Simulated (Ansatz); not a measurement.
**A computed series for SnSe2: response to strain**

The parent structure is SnSe$_{2}$ in the CdI2 type structure (space group P-3m1, No. 164; a = 3.8258 Å, c = 6.2309 Å; layered, stacked along the Cartesian z axis). Axes: x lies along a and z along c of the hexagonal cell.

Strains are applied to the cell and any free atomic positions relax; under biaxial strain the out-of-plane vector relaxes too; under stress the whole cell relaxes.

The values are results of r2SCAN+rVV10 (Ansatz, a first-principles code, PAW, no SOC), not measurements.

| case | volume per atom | width of the top valence band | band gap |
|---|---|---|---|
| base | 26.33 Å³ | 1.56 eV | 0.94 eV |
| biaxial strain −1.91 %, plane normal [001], relaxed out of plane | 25.75 Å³ | 1.71 eV | 0.85 eV |
| biaxial strain −1.18 %, plane normal [001], relaxed out of plane | 25.98 Å³ | 1.63 eV | 0.91 eV |
| biaxial strain +1.16 %, plane normal [001], relaxed out of plane | 26.66 Å³ | 1.60 eV | 0.85 eV |
| isotropic strain −3.35 % | 23.77 Å³ | 2.21 eV | 0.78 eV |
| isotropic strain +2.85 % | 28.64 Å³ | 1.18 eV | 0.96 eV |
| uniaxial strain ε_xx = +0.75 % | 26.53 Å³ | – | 0.89 eV |
| uniaxial strain ε_zz = −2.70 % | 25.62 Å³ | 1.85 eV | 0.79 eV |
| uniaxial stress, 1 GPa tension along z | 27.65 Å³ | 1.32 eV | 0.95 eV |

Beyond what the load breaks, stability against distortions was not tested.
